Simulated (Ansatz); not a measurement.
Zn₄Te₃S (model structure, P-4m2, No. 115, 8 atoms in the cell), treated with PBEsol (Ansatz, a quantum-chemistry and plane-wave program, PAW).

From the output:

```
WARN the atoms were moved onto the symmetric positions of the space group found under crystal.symmetry.tolerance 1.0e-5 (fractional …
Crystal: 8 atoms, lattice volume = 204.299 Å³
Basis set: ecut = 520 eV, 5491 PW (Γ), exchange–correlation on 64×64×180 points (8 copies of the dense FFT grid, shifted against one another)
Bands: 62, of which v1, the nominal top of the filled ones, is band 51 counted from 1 (50 counted from 0)
Symmetry: 8 space group operations
Space group: P-4m2 (ITA 115), of the structure as read, at distance tolerance 5.9e-5 Å
k-points: 45 of 256 (time reversal used)
Functional: x = pbesol(κ = 0.804, μ = 0.12345679012345678), c = pbesol(β = 0.046)
SCF iter   1: F=—  HF=-34716.812729 eV  |F-HF|=—  |Δ(HF+E_count)|=         —  Δρ=3.55e-3  dr2=3.04e-2
SCF iter   2: F=—  HF=-34716.802470 eV  |F-HF|=—  |Δ(HF+E_count)|=   1.03e-2  Δρ=1.45e-3  dr2=7.10e-3
  ...
SCF iter  10: F=—  HF=-34716.801198 eV  |F-HF|=—  |Δ(HF+E_count)|=   5.88e-9  Δρ=9.24e-7  dr2=3.07e-9
SCF iter  11: F=-34716.801198 eV  HF=-34716.801198 eV  |F-HF|=2.18e-11  |Δ(HF+E_count)|=   1.78e-9  Δρ=3.73e-7  dr2=4.11e-10
SCF 1 converged in 11 iterations: F = -34716.801198 eV  dr2 = 4.11e-10
SCF converged after 11 iterations
Free energy (F): -34716.801198 eV
Internal energy: -34716.801198 eV  (E = F + TS)
E sigma→0 (E₀):  -34716.801198 eV
Fermi energy:    7.632776 eV
--- Forces (eV/Å), atoms counted from 1 ---
  atom   1  Zn     0.00000000     0.00000000    -0.00001825
  atom   2  S     -0.00000000     0.00000000     0.00000000
  atom   3  Zn     0.00000000     0.00000000     0.00001825
  atom   4  Te     0.00000000     0.00000000    -0.00009547
  atom   5  Zn     0.00000000     0.00000000     0.00030702
  atom   6  Te    -0.00000000     0.00000000     0.00000000
  atom   7  Zn     0.00000000     0.00000000    -0.00030702
  atom   8  Te     0.00000000     0.00000000     0.00009547
--- Stress (GPa, compression-positive) ---
       -0.000974       0.000000      -0.000000
        0.000000      -0.000974       0.000000
       -0.000000       0.000000      -0.001115
  P = ⅓ Tr σ = -0.0010 GPa (-0.010 kbar)
```

Q: Write an input file that could have produced this run (the log leaves some choices open).

A: This is not unique; one that fits is 
Ansatz 0.2 input:
```yaml
crystal:
  lattice:
    - [4.1770095636, 0.0, 0.0]
    - [0.0, 4.1770080892, 0.0]
    - [0.0, 0.0, 11.7094374302]
  atoms:
    - { symbol: Zn, position: [0.0, 0.0, 0.0131210506] }
    - { symbol: S, position: [0.5, 0.0, 0.1145620434] }
    - { symbol: Zn, position: [0.5, 0.5, 0.2160040679] }
    - { symbol: Te, position: [0.0, 0.5, 0.3488823303] }
    - { symbol: Zn, position: [0.0, 0.0, 0.4813629436] }
    - { symbol: Te, position: [0.5, 0.0, 0.614562026] }
    - { symbol: Zn, position: [0.5, 0.5, 0.7477638104] }
    - { symbol: Te, position: [0.0, 0.5, 0.8802407278] }
basis:
  ecutwfc: 520
  ecutrho_ratio: 4
  xc_grid: 2
kpoints:
  mp_grid: { grid: [8, 8, 4] }
  band_path:
    path:
      - [0.0, 0.0, 0.0]
      - [0.0, 0.071429, 0.0]
      - [0.0, 0.142857, 0.0]
      - [0.0, 0.214286, 0.0]
      - [0.0, 0.285714, 0.0]
      - [0.0, 0.357143, 0.0]
      - [0.0, 0.428571, 0.0]
      - [0.0, 0.5, 0.0]
      - [0.071429, 0.5, 0.0]
      - [0.142857, 0.5, 0.0]
      - [0.214286, 0.5, 0.0]
      - [0.285714, 0.5, 0.0]
      - [0.357143, 0.5, 0.0]
      - [0.428572, 0.5, 0.0]
      - [0.5, 0.5, 0.0]
      - [0.45, 0.45, 0.0]
      - [0.4, 0.4, 0.0]
      - [0.35, 0.35, 0.0]
      - [0.3, 0.3, 0.0]
      - [0.25, 0.25, 0.0]
      - [0.2, 0.2, 0.0]
      - [0.15, 0.15, 0.0]
      - [0.1, 0.1, 0.0]
      - [0.05, 0.05, 0.0]
      - [0.0, 0.0, 0.5]
      - [0.0, 0.071429, 0.5]
      - [0.0, 0.142857, 0.5]
      - [0.0, 0.214286, 0.5]
      - [0.0, 0.285714, 0.5]
      - [0.0, 0.357143, 0.5]
      - [0.0, 0.428571, 0.5]
      - [0.0, 0.5, 0.5]
      - [0.071429, 0.5, 0.5]
      - [0.142857, 0.5, 0.5]
      - [0.214286, 0.5, 0.5]
      - [0.285714, 0.5, 0.5]
      - [0.357143, 0.5, 0.5]
      - [0.428572, 0.5, 0.5]
      - [0.5, 0.5, 0.5]
      - [0.45, 0.45, 0.5]
      - [0.4, 0.4, 0.5]
      - [0.35, 0.35, 0.5]
      - [0.3, 0.3, 0.5]
      - [0.25, 0.25, 0.5]
      - [0.2, 0.2, 0.5]
      - [0.15, 0.15, 0.5]
      - [0.1, 0.1, 0.5]
      - [0.05, 0.05, 0.5]
    npoints: 1
hamiltonian:
  xc: pbesol
  dispersion: none
  pseudopotentials: { kind: paw }
scf:
  occupations: { method: fermi_dirac, width: 0.01 }
  convergence: { dr2_threshold: 0.0000000008 }
output:
  forces: true
  stress: true
  eigenvalues: true
  write_bands: true
```

The PAW data were made under PBE.

Note: the relaxation could raise the start's symmetry but not lower it, so the cell can be a saddle point.

A model structure was made by putting elements into a prototype or built by hand; it is no filed structure, need not be a known phase, and can be a saddle point held by its symmetry.
